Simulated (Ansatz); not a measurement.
Base system: MoSi2 (space group I4/mmm, No. 139; a = 3.217 Å, c = 7.875 Å; relaxed with 0.1 eV smearing).

Calculations: PBE in Ansatz (plane waves to 420 eV, PAW, without spin-orbit coupling).

Base values:

The pressure comes out as 0.0 GPa and the band gap is zero.

Modification: an isotropic linear strain of +1.50 %; the atoms relax in the strained cell.

Question: What does the calculation give for the energy relative to the base after the change?

Answer: The energy increases by 17 meV/atom.

Question: Estimate the effect on the pressure.

Answer: The pressure (mean of the normal stresses, compression positive) goes from zero to -8.3 GPa.

Question: What happens to the band gap?

Answer: The band gap is still zero.

Whether these cells are dynamically stable was not tested. All final runs are without spin polarisation.

Ansatz is a first-principles code.
